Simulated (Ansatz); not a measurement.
# Hypothetical rock salt SbP: pressure series

The parent structure is SbP in the rock salt structure (space group Fm-3m, No. 225; a = 5.634 Å; a hypothetical phase, not in the database extracts checked).

Cell and atoms are relaxed at each pressure.

Method: Kohn–Sham DFT with the PBE functional, run in Ansatz (a first-principles code) with PAW and 420 eV plane waves, without spin-orbit coupling.

| P (GPa) | V (Å³/atom) |
|---|---|
| -2.02 | 23.011 |
| -1.02 | 22.674 |
| 0.30 | 22.266 |
| 0.70 | 22.150 |
| 1.49 | 21.930 |
| 3.00 | 21.536 |
| 5.00 | 21.063 |
| 7.50 | 20.536 |
| 10.00 | 20.067 |

A third-order Birch–Murnaghan fit to these points gives V₀ = 22.36 Å³/atom, B₀ = 74 GPa and B₀′ = 4.1. At pressure 10 GPa the volume is 89.8 % of V₀.

Load acts through the strain it causes; cell and atoms are relaxed under it. No phonon test of stability was made. No other phases were tried under pressure. All final runs are without spin polarisation.
